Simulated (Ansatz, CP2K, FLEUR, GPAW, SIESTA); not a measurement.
## Code comparison for ZrGe (Pnma, 8 atoms in the cell)

Self-consistent single point.

```
ZrGe
1.0
    7.09613     0.00000     0.00000
    0.00000     3.91511     0.00000
    0.00000     0.00000     5.41275
Zr Ge
4 4
Cartesian
  1.24949   0.97878   3.41485
  5.84664   2.93633   1.99790
  2.29858   2.93633   0.70847
  4.79755   0.97878   4.70428
  0.34289   0.97878   0.82377
  6.75324   2.93633   4.58898
  3.20518   2.93633   3.53014
  3.89095   0.97878   1.88261
```

Shared settings, as Ansatz (an electronic-structure program) writes them: kpoints.mp_grid.grid = 3 4 3; scf.occupations.method = gaussian; scf.occupations.width = 0.272 eV. Potentials and cutoffs stand in the table.

```
code                                                                                                                       model  pressure (GPa)  largest force (eV/Å)           cutoff
------  ------------------------------------------------------------------------------------------------------------------------  --------------  --------------------  ---------------
Ansatz                                                                                       LDA (PW92), PAW files made with PBE           -6.09                 0.171          default
CP2K                                        LDA (Pade form), GPW, DZVP-MOLOPT-SR-GTH basis, GTH-PADE potentials (GTH_POTENTIALS)           -6.33                 0.158      grid 500 Ry
GPAW                                                               LDA (Perdew-Wang 92), GPAW PAW datasets LDA (gpaw-data 1.0.1)           -6.39                 0.168           600 eV
SIESTA  LDA PW92, numerical atomic orbitals DZP, PseudoDojo LDA standard norm-conserving potentials (rewritten from UPF to PSML)           -5.64                 0.254      grid 300 Ry
FLEUR                                               LDA (Perdew-Zunger), all-electron FLAPW (FLEUR), scalar-relativistic valence               –                 0.170  Kmax 4.4 1/bohr
```

Size of the force on each atom (eV/Å): Sizes of forces hide their directions.

| code | Zr1 | Zr2 | Zr3 | Zr4 | Ge5 | Ge6 | Ge7 | Ge8 |
|---|---|---|---|---|---|---|---|---|
| Ansatz | 0.171 | 0.171 | 0.171 | 0.171 | 0.021 | 0.021 | 0.021 | 0.021 |
| CP2K | 0.158 | 0.158 | 0.158 | 0.158 | 0.055 | 0.055 | 0.055 | 0.055 |
| GPAW | 0.168 | 0.168 | 0.168 | 0.168 | 0.028 | 0.028 | 0.028 | 0.028 |
| SIESTA | 0.157 | 0.157 | 0.157 | 0.157 | 0.254 | 0.254 | 0.254 | 0.254 |
| FLEUR | 0.170 | 0.170 | 0.170 | 0.170 | 0.024 | 0.024 | 0.024 | 0.024 |

A dash marks a value that a program does not give, or that is left out as unsure.

The spread over the programs that give each value: pressure within 0.75 GPa; largest force within 0.096 eV/Å.

CP2K and SIESTA use small atom-centred bases, whose incompleteness enters pressures, forces and empty levels differently from a plane-wave cutoff. FLEUR treats all electrons, but the usual bases taken here (sphere radii, linearisation, local orbitals, empty states) were not tested for convergence, so the values are no reference for the others. Ansatz's pressure is given at a fixed set of plane waves, as the other plane-wave codes print theirs. In the force vectors, SIESTA (by 0.249) lies more than 0.08 eV/Å from the median of the plane-wave programs.

The shared mesh is coarse (it stands for a supercell whose shortest vector is 16 Å), so the values are not converged in it.

The starting cell comes from a database of computed structures (which also holds hypothetical and non-ambient phases and stackings), without a prior relaxation at this level.

Left out of this page: Elk (not drawn, or without a comparable value).

Keys are those of Ansatz 0.2.
